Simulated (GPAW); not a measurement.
Worked example: self-consistent single point of LaAlGe (I4_1md, 6 atoms in the cell) in GPAW.

Computed with LDA (Perdew-Wang 92), GPAW PAW datasets LDA (gpaw-data 1.0.1) (plane waves; GPAW 25.7.0).

```
LaAlGe
1.0
   -2.18816     2.18816     7.37160
    2.18816    -2.18816     7.37160
    2.18816     2.18816    -7.37160
La Al Ge
2 2 2
Direct
  0.50020   0.00020   0.50000
  0.75020   0.75020   0.00000
  0.91717   0.41717   0.50000
  0.16717   0.16717   0.00000
  0.08414   0.58414   0.50000
  0.33414   0.33414   0.00000
```

Reference input (self-consistent single point, DFT LDA (Perdew-Wang 92), plane waves, GPAW PAW datasets LDA (gpaw-data 1.0.1)): mode = pw; ecut = 800 eV; xc = LDA; kpts = 5 5 5; mesh shift (steps) = 0 0 0; occupations.name = fermi-dirac; occupations.width = 0.1 eV; nbands = -14; symmetry.symmorphic = false; symmetry.tolerance = 0.0005; maxiter = 120. This run's input differs from it in these lines:

```diff
@@ -16,3 +16,3 @@
 
-calc = GPAW(mode={'name': 'pw', 'ecut': 800},
+calc = GPAW(mode={'name': 'pw', 'ecut': 400},
             xc='LDA',
```

Output (repeated stretches shortened):

```
     iter     time        total  log10-change:
                         energy   eigst   dens
iter:   1 --:--:--   -34.105491
iter:   2 --:--:--   -34.098693   -0.97  -1.13
iter:   3 --:--:--   -34.331378   -0.52  -1.14
iter:   4 --:--:--   -33.967870   -1.24  -1.44
iter:   5 --:--:--   -34.498486   -0.95  -1.65
iter:   6 --:--:--   -33.867234   -0.60  -1.35
iter:   7 --:--:--   -33.879701   -1.46  -2.17
iter:   8 --:--:--   -33.887365   -1.96  -2.55
iter:   9 --:--:--   -33.883739c  -2.65  -2.23
iter:  10 --:--:--   -33.883735c  -3.11  -2.65
iter:  11 --:--:--   -33.883735c  -3.63  -2.98
iter:  12 --:--:--   -33.884093c  -3.52  -3.04
iter:  13 --:--:--   -33.883757c  -3.73  -2.98
iter:  14 --:--:--   -33.883797c  -4.36  -3.51
iter:  15 --:--:--   -33.883766c  -4.78  -3.37
iter:  16 --:--:--   -33.883735c  -4.87  -3.59
iter:  17 --:--:--   -33.883724c  -5.05  -3.54
iter:  18 --:--:--   -33.883725c  -5.84  -3.90
iter:  19 --:--:--   -33.883732c  -6.10  -4.02c
iter:  20 --:--:--   -33.883732c  -6.44  -4.26c
iter:  21 --:--:--   -33.883732c  -6.64  -4.27c
iter:  22 --:--:--   -33.883735c  -6.81  -4.55c
iter:  23 --:--:--   -33.883735c  -7.14  -4.95c
iter:  24 --:--:--   -33.883734c  -7.40c -4.96c
Converged after 24 iterations.

Dipole moment: (1.113576, -1.113576, -4.175292) |e|*Ang

Energy contributions relative to reference atoms: (reference = -589069.723865)

Kinetic:        +52.656853
Potential:      -41.625223
External:        +0.000000
XC:             -43.793596
Entropy (-ST):   -0.068529
Local:           -1.087504
SIC:             +0.000000
--------------------------
Free energy:    -33.917999
Extrapolated:   -33.883734

Showing only first 2 kpts
 Kpt  Band  Eigenvalues  Occupancy
  0    16      7.13562    2.00000
  0    17      8.07028    1.98390
  0    18      8.69047    0.39955
  0    19      8.96261    0.03232

  1    16      8.12232    1.97306
  1    17      8.68315    0.42347
  1    18      8.73957    0.26508
  1    19      9.00485    0.02130

Fermi level: 8.55170

No gap
   [... lines left out ...]
  0 La    0.00000    0.00000   -0.01323
  1 La    0.00000    0.00000   -0.01323
  2 Al    0.00000    0.00000   -0.05283
  3 Al    0.00000    0.00000   -0.05283
  4 Ge    0.00000    0.00000    0.06683
  5 Ge    0.00000    0.00000    0.06683

Stress tensor:
     0.023603    -0.000000    -0.000000
    -0.000000     0.023603     0.000000
    -0.000000     0.000000     0.019830
Stress (GPa, Voigt): [ 3.7816  3.7816  3.1771  0.     -0.     -0.    ]
```

The run converged in 24 iterations. GPAW prints stress with tension positive. Against the reference run the free energy goes up by 4.4 meV/atom, the pressure hardly changes (-3.53 to -3.58 GPa) and the largest force stays at 0.067 eV/Å.

The starting cell comes from a database of computed structures (which also holds hypothetical and non-ambient phases and stackings), without a prior relaxation at this level.

Cost on one core of a shared machine: roughly 70 s.
